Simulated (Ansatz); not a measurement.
The starting structures come from a database of crystals and need not be the phases stable at ambient conditions.

Data:

```xyz
4
Lattice="3.8417 0.0000 0.0000 0.0000 6.3329 0.0000 1.9209 0.0000 3.3270" Properties=species:S:1:pos:R:3 pbc="T T T"
Ga     3.8417     3.1661     2.2180
Ga     1.9209     6.3326     1.1090
P      3.8417     0.7983     2.2180
P      1.9209     3.9647     1.1090
```

Space group of this cell: P6_3mc, wurtzite. The cell is taken as given.

The current runs along the normal of the first two printed vectors, the (100) plane. All runs by Ansatz (an electronic-structure program), plane waves and PAW, without spin-orbit coupling; the base is r2SCAN.

```json
[
 {"run": "base", "mean pressure (GPa)": "0.1", "gap (eV)": "1.74", "mid-gap κ (1/Å)": "0.136"},
 {"run": "all lengths scaled by 0.98", "mean pressure (GPa)": "6.1", "gap (eV)": "…", "mid-gap κ (1/Å)": "…"},
 {"run": "lda in place of r2scan", "mean pressure (GPa)": "-2.8", "gap (eV)": "1.20", "mid-gap κ (1/Å)": "0.100"},
 {"run": "lengths across the current scaled by 1.02, ions clamped", "mean pressure (GPa)": "-3.1", "gap (eV)": "…", "mid-gap κ (1/Å)": "…"},
 {"run": "pbesol in place of r2scan", "mean pressure (GPa)": "-0.6", "gap (eV)": "…", "mid-gap κ (1/Å)": "…"}
]
```

### Question
Complete the blanks.

### Answer

- all lengths scaled by 0.98, gap (eV): 1.70
- all lengths scaled by 0.98, mid-gap κ (1/Å): 0.148
- lengths across the current scaled by 1.02, ions clamped, gap (eV): 1.63
- lengths across the current scaled by 1.02, ions clamped, mid-gap κ (1/Å): 0.120
- pbesol in place of r2scan, gap (eV): 1.27
- pbesol in place of r2scan, mid-gap κ (1/Å): 0.109
